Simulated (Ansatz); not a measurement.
Consider Rb₃InCl₆ (space group Fm-3m, No. 225; a cell from a computed database, its experimental status unchecked).

```
Rb3InCl6
1.0
    0.00000     5.56389     5.56389
    5.56389     0.00000     5.56389
    5.56389     5.56389     0.00000
Rb In Cl
3 1 6
Direct
  0.75000   0.75000   0.75000
  0.25000   0.25000   0.25000
  0.50000   0.50000   0.50000
  0.00000   0.00000   0.00000
  0.77405   0.22595   0.22595
  0.22595   0.77405   0.77405
  0.22595   0.77405   0.22595
  0.77405   0.22595   0.77405
  0.22595   0.22595   0.77405
  0.77405   0.77405   0.22595
```

Cartesian axes are those of the cell as printed.

The values are results of Ansatz (a first-principles code), r2SCAN, PAW, cutoff 500 eV, spin-orbit coupling left out, not measurements.

The change: the cell is stretched by 4.52 % along y with no lateral relaxation, atoms relaxed at fixed cell.

Q: Predict the stress tensor and what it implies for the stiffness.

A: Stress of the strained cell less that of the base (GPa, compression positive):
```
  -0.21    0.00    0.00
   0.00   -1.51    0.00
   0.00    0.00   -0.21
```

Then −Δσ_ii/ε with ε = 0.0452 gives secant stiffness values (nonlinear terms included at this strain): C22 ≈ 33 GPa.

As a check, the harmonic strain energy −½ V₀ Δσ:ε is 7.3 meV/atom; the computed energy rise is 8.1 meV/atom.

Stability against distortions was not tested.
